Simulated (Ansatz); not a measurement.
# How the Voigt–Reuss–Hill bulk modulus of antifluorite K₂S moves with the method

No measured value is used here.

```json
[
 {"level (code)": "B3LYP (VWN-RPA form) (Ansatz)", "value (GPa)": "18.4", "cell (Å³/atom)": "35.15"},
 {"level (code)": "LC-ωPBE (Ansatz)", "value (GPa)": "20.7", "cell (Å³/atom)": "33.65"},
 {"level (code)": "Hartree–Fock (Ansatz)", "value (GPa)": "(withheld)", "cell (Å³/atom)": "37.22"}
]
```

Task: Complete the blanks.

Result: 
- Hartree–Fock (Ansatz, a quantum-chemistry and plane-wave program), value (GPa): 17.7

Each level is taken at its own relaxed cell. Ansatz's density-functional and Hartree–Fock values are scalar-relativistic unless marked +SOC, with PAW data made under PBE.
